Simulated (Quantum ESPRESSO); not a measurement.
Worked example: self-consistent single point of SnS2O4 (P2_1/c, 28 atoms in the cell) in Quantum ESPRESSO.

Computed with LDA (PZ), GBRV 1.5 ultrasoft (LDA) pseudopotentials (plane waves; Quantum ESPRESSO).

```
Sn(SO2)2
1.0
    7.47975     0.00000     0.00000
    0.00000     7.80510     0.00000
   -5.66813     0.00000     9.80255
Sn S O
4 8 16
Direct
  0.59520   0.74185   0.41609
  0.40480   0.25815   0.58391
  0.40480   0.24185   0.08391
  0.59520   0.75815   0.91609
  0.12168   0.51727   0.28727
  0.87832   0.48273   0.71273
  0.87832   0.01727   0.21273
  0.12168   0.98273   0.78727
  0.19142   0.68063   0.49080
  0.80858   0.31937   0.50920
  0.80858   0.18063   0.00920
  0.19142   0.81937   0.99080
  0.19229   0.34226   0.35937
  0.80771   0.65774   0.64063
  0.80771   0.84226   0.14063
  0.19229   0.15774   0.85937
  0.27123   0.52768   0.58999
  0.72877   0.47232   0.41001
  0.72877   0.02768   0.91001
  0.27123   0.97232   0.08999
  0.29382   0.60110   0.26996
  0.70618   0.39890   0.73004
  0.70618   0.10110   0.23004
  0.29382   0.89890   0.76996
  0.37141   0.71366   0.99896
  0.62859   0.28634   0.00104
  0.62859   0.21366   0.50104
  0.37141   0.78634   0.49896
```

Reference input (self-consistent single point, DFT, LDA (PZ), plane waves, GBRV 1.5 ultrasoft (LDA) pseudopotentials): ecutwfc = 40 Ry; ecutrho = 200 Ry; occupations = smearing; smearing = gauss; degauss = 0.000734986 Ry; potentials = {Sn: sn_lda_v1.4.uspp.F.UPF, S: s_lda_v1.4.uspp.F.UPF, O: o_lda_v1.2.uspp.F.UPF}; K_POINTS = automatic 2 2 2 0 0 0; conv_thr = 1e-10 Ry. This run's input differs from it in these lines:

```diff
@@ -59,3 +59,3 @@
 K_POINTS automatic
-2 2 2  0 0 0
+3 3 2  1 1 1
```

Output, abridged:

```
     Self-consistent Calculation

     iteration #  1     ecut=    40.00 Ry     beta= 0.70

     total energy              =   -1341.35695199 Ry
     estimated scf accuracy    <       5.71228012 Ry

     iteration #  2     ecut=    40.00 Ry     beta= 0.70

     total energy              =   -1342.28335876 Ry
     estimated scf accuracy    <      13.21688200 Ry

     iteration #  3     ecut=    40.00 Ry     beta= 0.70

     total energy              =   -1344.38730796 Ry
     estimated scf accuracy    <       0.33533790 Ry

   [... 11 blocks of this kind left out ...]

     iteration # 15     ecut=    40.00 Ry     beta= 0.70

     total energy              =   -1344.61307671 Ry
     estimated scf accuracy    <          3.9E-09 Ry

     iteration # 16     ecut=    40.00 Ry     beta= 0.70
     End of self-consistent calculation

     the Fermi energy is     4.6410 ev

!    total energy              =   -1344.61307671 Ry
     estimated scf accuracy    <          2.7E-11 Ry
     smearing contrib. (-TS)   =      -0.00000000 Ry
     internal energy E=F+TS    =   -1344.61307671 Ry

     convergence has been achieved in  16 iterations

     Forces acting on atoms (cartesian axes, Ry/au):

     atom    1 type  1   force =    -0.01796257   -0.02548927    0.01009297
     atom    2 type  1   force =     0.01796257    0.02548927   -0.01009297
     atom    3 type  1   force =     0.01796257   -0.02548927   -0.01009297
     atom    4 type  1   force =    -0.01796257    0.02548927    0.01009297
     atom    5 type  2   force =     0.03050802   -0.00937474    0.02114222
   [... 19 lines left out ...]
   [... lines left out ...]

     Total force =     0.166606     Total SCF correction =     0.000010

          total   stress  (Ry/bohr**3)                   (kbar)     P=      -54.30
  -0.00037820   0.00000000  -0.00000126          -55.64        0.00       -0.19
   0.00000000  -0.00041336   0.00000000            0.00      -60.81        0.00
  -0.00000126   0.00000000  -0.00031580           -0.19        0.00      -46.46

   JOB DONE.
```

The run converged in 16 iterations. Against the reference run the free energy stays essentially unchanged (within 1 meV/atom), the pressure hardly changes (-5.41 to -5.43 GPa), the largest force hardly changes (0.997 to 0.994 eV/Å) and the gap on the mesh goes from 2.650 to 2.707 eV.

The starting cell comes from a database of computed structures (which also holds hypothetical and non-ambient phases and stackings), without a prior relaxation at this level. Its lattice was rescaled by a random factor within 2.5 % of one. The shifted mesh does not hold Γ, so a gap read on it misses any band edge there.

Cost on one core of a shared machine: roughly 10 min.
